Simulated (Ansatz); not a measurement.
Take a 27-atom supercell of TiS₂ in the CdI2 type structure (space group P-3m1, No. 164; a = 3.2979 Å, c = 5.3399 Å; layered, stacked along the Cartesian z axis) at its relaxed geometry as the base.

The values are results of Ansatz (an electronic-structure program), PBEsol-D3(BJ), PAW, cutoff 420 eV, without spin-orbit coupling, earlier PAW set, not measurements.

One neutral defect a cell, atoms relaxed at fixed cell.

One change was made to it. Results:

```json
[
 {"quantity": "largest displacement of a host atom from its site in the perfect cell", "base": "–", "after": "0.29 Å"},
 {"quantity": "pressure", "base": "0.0 GPa", "after": "0.9 GPa"}
]
```

What was done to the base?
A) Mg on a Ti site, symmetric start
B) Li interstitial (started 2.08 Å from the nearest host atom)
C) S vacancy

C, S vacancy. For comparison, the largest displacement of a host atom from its site in the perfect cell in the other runs: Mg on a Ti site, symmetric start gives 0.12 Å; Li interstitial (started 2.08 Å from the nearest host atom) gives 0.08 Å.

The cell is small, so the values are those of an ordered compound at a high defect concentration; dilute-limit values will differ. Defects with a symmetric start kept the site's symmetry and may sit on a saddle; the others started slightly shaken. The final runs are not spin-polarised.
